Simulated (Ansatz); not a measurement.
Output of an Ansatz run (abridged):

```
WARN ansatz: RAYON_NUM_THREADS=1 ignored (pool sized by the plan → 1); use --threads N
Pseudopotentials: kind: paw
Pseudopotential: Sb, paw, valence charge 15
Crystal: 2 atoms, lattice volume = 61.346 Å³
Basis set: ecut = 420 eV, 1219 PW (Γ), exchange–correlation on 64×64×64 points (8 copies of the dense FFT grid, shifted against one another)
Bands: 19, of which v1, the nominal top of the filled ones, is band 15 counted from 1 (14 counted from 0)
Symmetry: 12 space group operations
Space group: R-3m (ITA 166), of the structure as read, at distance tolerance 3.9e-5 Å
k-points: 85 of 729
PAW frozen core: Sb, regenerated for the run's functional, and the local potential with it
Initial density: superposition of atomic densities (neutral atoms: chi_scale 0, normalization atom), corrected by the library's trained network
Initial wavefunctions: pseudopotential atomic-orbital guess
Eigensolver: davidson
Functional: x = pbesol(κ = 0.804, μ = 0.12345679012345678), c = pbesol(β = 0.046)
SCF iter   1: F=—  HF=-12816.176592 eV  |F-HF|=—  |Δ(HF+E_count)|=         —  Δρ=2.66e-3  dr2=2.97e-3  ethr=1.77e-3  ⟨swp⟩=6.0  Hψ=8152  notcnv=0
all-band conjugate gradients solve this SCF's bands
preconditioner: auto → Kerker (q_TF=auto, 2.422 Å⁻¹)
SCF iter   2: F=—  HF=-12816.174045 eV  |F-HF|=—  |Δ(HF+E_count)|=   2.55e-3  Δρ=1.52e-3  dr2=9.58e-4  ethr=9.90e-6  ⟨swp⟩=2.5  Hψ=3122  notcnv=0
SCF iter   3: F=—  HF=-12816.173806 eV  |F-HF|=—  |Δ(HF+E_count)|=   2.39e-4  Δρ=3.15e-4  dr2=5.02e-5  ethr=3.19e-6  ⟨swp⟩=2.0  Hψ=2891  notcnv=0
SCF iter   4: F=—  HF=-12816.173787 eV  |F-HF|=—  |Δ(HF+E_count)|=   1.87e-5  Δρ=1.28e-4  dr2=1.53e-5  ethr=1.67e-7  ⟨swp⟩=2.0  Hψ=2897  notcnv=0
SCF iter   5: F=—  HF=-12816.173786 eV  |F-HF|=—  |Δ(HF+E_count)|=   1.05e-6  Δρ=6.33e-5  dr2=3.63e-6  ethr=5.09e-8  ⟨swp⟩=2.0  Hψ=2034  notcnv=0
SCF iter   6: F=—  HF=-12816.173786 eV  |F-HF|=—  |Δ(HF+E_count)|=   1.59e-7  Δρ=2.46e-5  dr2=4.66e-7  ethr=1.21e-8  ⟨swp⟩=2.3  Hψ=2028  notcnv=0
SCF iter   7: F=-12816.173786 eV  HF=-12816.173786 eV  |F-HF|=2.81e-8  |Δ(HF+E_count)|=   7.41e-8  Δρ=7.85e-6  dr2=3.63e-8  ethr=3.33e-10  ⟨swp⟩=6.1  Hψ=7816  notcnv=0
SCF 1 converged in 7 iterations: F = -12816.173786 eV  dr2 = 3.63e-8
SCF converged after 7 iterations
Free energy (F): -12816.173786 eV
Harris-Foulkes:  -12816.173786 eV  (|F-HF|=2.81e-8)
Internal energy: -12816.164431 eV  (E = F + TS)
E sigma→0 (E₀):  -12816.169109 eV
Entropy (-TS):   -0.009354 eV (-4.677 meV/atom)
Fermi energy:    9.656487 eV
--- Per-component energies (eV) ---
  E_band       = -347.686108
  E_kinetic    = 414.396616
  E_local      = -3221.425586  (includes V_loc(G=0)·N_el)
  E_nonlocal   = 727.972244
  E_hartree    = 1455.990875
  E_xc         = -274.837206
  E_vxc        = -193.046363  (∫ρ·V_xc dr)
  E_paw        = -8998.986218  (= ΣΔE_a)
  E_vpaw       = -987.575465  (= ΣTr[D̂ρ^β])
  E_aug_tail   = -0.000004  (compensation charges beyond the density's cutoff)
  E_ewald      = -2919.938867
  E_core_change = 0.663714  (= ΣΔE_core)
  E_smearing   = -0.009354  (= −TS)
  E_closure    = 0.000000  (closes the sum)
  Σ components = -12816.173786   (vs F -12816.173786, Δ=0.00e0)
--- Forces (eV/Å), atoms counted from 1 ---
  atom   1  Sb     0.05635010    -0.00000000     0.01866288
  atom   2  Sb    -0.05635010     0.00000000    -0.01866288
  max |Σ_I F_I| component: 2.78e-17 eV/Å
--- Stress (GPa, compression-positive) ---
       -0.956741       0.000000      -0.066218
        0.000000      -0.756804      -0.000000
       -0.066218      -0.000000      -0.778735
  P = ⅓ Tr σ = -0.8308 GPa (-8.308 kbar)
  The stress holds the Pulay correction. Without it, at fixed plane waves, as pw.x and ABINIT print it: P = -0.8651 GPa
--- Band table (eV; the first three rows and the last of 85) ---
  k-point 0: bands = ["-19.6477", "-19.6477", "-19.5626", "-19.5626", "-19.5393", "-19.4545", "-19.4545", "-19.4491", "-19.3772", "-19.3772", "-2.9190", "4.7743", "7.6828", "7.9400", "7.9400", "11.7648", "12.3668", "12.3668", "14.8257"]
  k-point 1: bands = ["-19.6430", "-19.6409", "-19.5604", "-19.5588", "-19.5364", "-19.4576", "-19.4566", "-19.4520", "-19.3840", "-19.3822", "-2.7846", "4.2215", "7.7208", "7.9083", "8.1328", "11.6852", "12.0017", "12.0512", "14.3157"]
  k-point 2: bands = ["-19.6302", "-19.6215", "-19.5545", "-19.5478", "-19.5279", "-19.4664", "-19.4656", "-19.4579", "-19.4027", "-19.3958", "-2.3846", "3.0252", "7.7298", "7.8465", "8.5121", "11.1110", "11.2619", "11.3363", "14.4252"]
  k-point 84: bands = ["-19.6023", "-19.6011", "-19.5453", "-19.5433", "-19.5203", "-19.4684", "-19.4677", "-19.4660", "-19.4279", "-19.4266", "-1.3098", "0.8383", "6.9416", "7.9891", "8.9632", "10.3917", "10.5234", "12.0801", "16.0857"]
```

The structure:

```xyz
2
Lattice="3.9771 -2.1658 0.0000 3.9771 2.1658 0.0000 2.7977 0.0000 3.5610" Properties=species:S:1:pos:R:3 pbc="T T T"
Sb     2.5106     0.0000     0.8315
Sb     8.2414     0.0000     2.7295
```

### Question
Reconstruct the input of this run.

### Answer
Other spellings and defaults could give the same log, and not every line can be read from it. The input that was run (DFT, PBEsol, plane waves, default PAW files made with PBE):

Ansatz 0.2 input:
```yaml
crystal:
  lattice:
    - [3.97712800, -2.16577500, 0.00000000]
    - [3.97712800, 2.16577500, 0.00000000]
    - [2.79773900, 0.00000000, 3.56100900]
  atoms:
    - { symbol: Sb, position: [0.23350000, 0.23350000, 0.23350000] }
    - { symbol: Sb, position: [0.76650000, 0.76650000, 0.76650000] }
basis:
  ecutwfc: 420.0 eV
kpoints:
  mp_grid:
    grid: [9, 9, 9]
hamiltonian:
  xc: pbesol
  pseudopotentials:
    kind: paw
scf:
  occupations:
    method: fermi_dirac
    width: 0.1 eV
output:
  forces: true
  eigenvalues: true
  stress: true
```

The starting cell has typed, rounded lattice constants, without a prior relaxation at this level. Its lattice was rescaled by up to half a per cent. Spin-orbit coupling is off. Ansatz's pressure includes its estimate of the finite-basis (Pulay) stress.

Ansatz is a program for electronic structure.
